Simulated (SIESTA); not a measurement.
Band structure of Mg₅Sn (Cm, 6 atoms in the cell).

```yaml
crystal:
  lattice:
    - [5.94740, -1.69042, 0.00000]
    - [5.94740, 1.69042, 0.00000]
    - [-1.70357, 0.00000, 6.95100]
  atoms:
    - { symbol: Mg, position: [0.00290, 0.00290, 0.00474] }
    - { symbol: Mg, position: [0.66868, 0.66868, 0.33461] }
    - { symbol: Mg, position: [0.05434, 0.05434, 0.60474] }
    - { symbol: Mg, position: [0.33110, 0.33110, 0.66912] }
    - { symbol: Mg, position: [0.72027, 0.72027, 0.94279] }
    - { symbol: Sn, position: [0.38938, 0.38938, 0.27734] }
```

Method: LDA PW92, numerical atomic orbitals DZP, PseudoDojo LDA standard norm-conserving potentials (rewritten from UPF to PSML) (SIESTA).

Settings: XC.functional = LDA; XC.authors = PW92; potentials = PseudoDojo LDA standard; PAO.BasisSize = DZP; PAO.EnergyShift = 0.005 Ry; MeshCutoff = 400 Ry; kgrid.MonkhorstPack = 5 5 3; OccupationFunction = FD; ElectronicTemperature = 0.1 eV; MaxSCFIterations = 150; SCF.Mixer.Method = Pulay; SCF.Mixer.Weight = 0.1; SCF.Mixer.History = 8; SCF.DM.Tolerance = 1.0E-05.

The starting cell comes from a database of computed structures (which also holds hypothetical and non-ambient phases and stackings), without a prior relaxation at this level. Values carry the incompleteness of an atom-centred basis.

Levels in eV from the Fermi level, bands 29 to 34:
```tsv
point	29	30	31	32	33	34
Γ	-3.74	-3.26	-2.07	-1.54	1.43	1.77
Y	-4.56	-2.84	-2.56	1.36	2.32	3.20
F	-3.66	-2.99	-2.59	-0.34	0.43	2.15
L	-5.18	-1.54	-0.98	0.73	1.64	1.96
I	-2.93	-2.35	-2.20	-0.20	0.03	1.26
I1	-2.93	-2.35	-2.20	-0.20	0.03	1.26
Z	-3.79	-2.17	-1.42	-1.21	-0.15	1.04
F1	-3.66	-2.99	-2.59	-0.34	0.43	2.15
X1	-2.77	-2.67	-1.06	-0.70	-0.12	0.88
X	-2.77	-2.67	-1.06	-0.70	-0.12	0.88
N	-2.83	-2.35	-1.74	-0.59	-0.29	1.22
M	-2.42	-2.03	-1.27	-0.87	-0.35	0.01
```

Bands cross the Fermi level along this path, so the cell is metallic at this level.

Higher empty bands are left out: an atom-centred basis made for the valence describes them poorly.
